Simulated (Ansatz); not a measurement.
Worked example: relaxation of cell and atoms of MgCo2O4 (P-3m1, 7 atoms in the cell) in Ansatz (an electronic-structure program).

Level of theory: PBEsol, PAW files made with PBE (plane waves; Ansatz).

```
Mg(CoO2)2
1.0
    3.01590     0.00000     0.00000
   -1.50795     2.61185     0.00000
    0.00000     0.00000     9.88090
Mg Co O
1 2 4
Direct
  0.00000   0.00000   0.50000
  0.00000   0.00000   0.23237
  0.00000   0.00000   0.76763
  0.33333   0.66667   0.62461
  0.66667   0.33333   0.37539
  0.33333   0.66667   0.15174
  0.66667   0.33333   0.84826
```
Moments meant for the start (each program seeds them in its own way; μB, in the order of the atoms Mg Co Co O O O O): 0.0 3.0 3.0 0.0 0.0 0.0 0.0.

Reference input (self-consistent single point, DFT, PBEsol, plane waves, PAW files made with PBE): basis.ecutwfc = 420 eV; kpoints.mp_grid.grid = 8 8 2; hamiltonian.xc = pbesol; hamiltonian.pseudopotentials = {kind: paw} (the program's default PAW files); magnetization.spin_polarized = true; scf.occupations.method = gaussian; scf.occupations.width = 0.136 eV. This run's input differs from it in these lines:

```diff
@@ -24,2 +24,4 @@
   occupations: { method: gaussian, width: 0.136 }
+relax:
+  cell: {}
 output:
```

Log, with long lists cut:

```
   [... SCF lines of the steps left out ...]
relax step   1: F+E_penalty+E_count = -14339.56059792 eV  Δ(F+E_penalty+E_count) = +0.000e0 eV  max|allowed force component| = 1.060e0 eV/Å  Δτ_max = 0.0000 Å  P = -21.962 GPa  Ω = 77.833 Å³  (25 SCF iters, dr2 threshold 1.00e-7 eV, accepted)
relax step   2: F+E_penalty+E_count = -14340.54250204 eV  Δ(F+E_penalty+E_count) = -9.819e-1 eV  max|allowed force component| = 8.725e-1 eV/Å  Δτ_max = 0.0782 Å  P = -13.700 GPa  Ω = 70.735 Å³  energy of the carried Pulay correction = +2.039e-2 eV  [...]
   [... lines left out ...]
relax step  14: F+E_penalty+E_count = -14340.78749824 eV  Δ(F+E_penalty+E_count) = -1.999e-3 eV  max|allowed force component| = 3.916e-3 eV/Å  Δτ_max = 0.0276 Å  P = +0.020 GPa  Ω = 66.747 Å³  energy of the carried Pulay correction = +1.836e-3 eV  [...]
relax step  15: F+E_penalty+E_count = -14340.78581716 eV  Δ(F+E_penalty+E_count) = +1.681e-3 eV  max|allowed force component| = 3.390e-3 eV/Å  Δτ_max = 0.0000 Å  P = +0.003 GPa  Ω = 66.747 Å³  stress off target by 3.08e-2 GPa  SCF on the basis [...]
basis re-selected at this cell: Δ(F+E_penalty+E_count) = +1.681e-3 eV, ΔP = -0.017 GPa vs the last step
the relaxation is at rest under the 12 symmetry operations that the run kept from its start: a minimum is not shown …
the relaxation's final electronic state is not compared with the one that a single-point calculation of its input finds at the relaxed geometry …
Magnetization: -0.0000 μB (34.0000 up, 34.0000 down)
   [... lines left out ...]
Absolute magnetization: 0.0000 μB (∫|ρ↑−ρ↓|, with the PAW one-centre terms)
Free energy (F): -14340.785817 eV
Fermi energy:    11.041849 eV
  cell:  # Å, volume = 66.7468 Å³
   [... lines left out ...]
    - { symbol: O, position: [0.33333333333333326, 0.6666666666666665, 0.627055807278267] }
    - { symbol: O, position: [0.6666666666666665, 0.33333333333333326, 0.3729441927217328] }
    - { symbol: O, position: [0.33333333333333326, 0.6666666666666665, 0.15135225042743636] }
    - { symbol: O, position: [0.6666666666666665, 0.33333333333333326, 0.8486477495725634] }
```

The run converged.  The full log also holds: “iter 11 did not close the SCF: its close was put off for a magnetic moment that had not settled (scf_convergence_deferred on its scf_iter line)”. The full log also holds: “iter 8 did not close the SCF: its close was put off for a magnetic moment that had not settled (scf_convergence_deferred on its scf_iter line)”.

Summary of the result:
* **Free energy E − TS (on the zero of these files)**: -14340.7858 eV
* **Pressure**: 0.00 GPa
* **Largest force (vector length)**: 0.003 eV/Å
* **Size of the cell's spin moment**: 0.00 μB
* **Final cell**: a = 2.7942 Å, b = 2.7942 Å, c = 9.8717 Å, α = 90.00°, β = 90.00°, γ = 120.00°
* **Final volume per atom**: 9.54 Å³
* **Relaxation steps**: 15

The starting cell comes from a database of computed structures (which also holds hypothetical and non-ambient phases and stackings), without a prior relaxation at this level. The starting moments vanished: the run ended non-magnetic, which need not be the lowest state. The program warned that a starting moment was not kept. The relaxation keeps the symmetry of its start, so its end need not be a minimum. Ansatz's pressure includes its estimate of the finite-basis (Pulay) stress. Without the estimate this run gives -0.53 GPa.

Cost on one core of a shared machine: roughly 70 s.

Keys are those of Ansatz 0.2.
